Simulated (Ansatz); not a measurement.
Take Ru in the hcp (Mg type) structure (space group P6_3/mmc, No. 194; a = 2.7222 Å, c = 4.2908 Å) as the base.

The change: a hydrostatic pressure of 1.5 GPa.

Levels (all Ansatz, a program for electronic structure, PAW): PBE (420 eV, no spin-orbit coupling); r2SCAN (500 eV, no spin-orbit coupling).

The geometry is relaxed with PBE.

* **PBE pressure**: 1.5 GPa

Problem. Predict the pressure from r2SCAN.

Solution. The pressure decreases by 6.5 GPa (1.5 GPa → -5.0 GPa).

Single points use the geometry relaxed with PBE. Their cutoffs differ, which shifts pressures a little. Load acts through the strain it causes; cell and atoms are relaxed under it. Stability against distortions was not tested. All final runs are without spin polarisation.
